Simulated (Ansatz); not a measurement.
A 16-atom cell of Pb(Se,Te) started in the rock salt structure, site fractions Se 0.625, Te 0.375, short-range order -0.24 among the nearest mixed sites of the first mixed sublattice (0 is random, a negative value favours unlike neighbours), space group P1 at the end. The mixed sublattice has 8 sites.

The mixing enthalpy is taken against the end members in the rock salt type, relaxed in the same cell and mesh.

Values marked by level come from PBE (plane waves to 420 eV, PAW; Ansatz, a first-principles code); PBE with spin-orbit coupling (plane waves to 420 eV, PAW; Ansatz). Geometries and values that name no level are of the first. Values not marked SOC have no spin–orbit coupling. Its k-point mesh 4×4×4, Fermi–Dirac width 0.01 eV.

```tsv
cell	energy at zero smearing (eV)
PbSe	-139012.984
PbTe	-151097.488
Pb8Se5Te3	-143544.323
```

Q: Work out the mixing enthalpy per mixed site and the interaction parameter Ω of a regular solution.

A: With x = 3/8 of the second end member, ΔH = [-143544.323 − 5/8 × (-139012.984) − 3/8 × (-151097.488)] / 8 = 43.7 meV against the separate end members. Ω = ΔH / x(1 − x) = 186 meV.
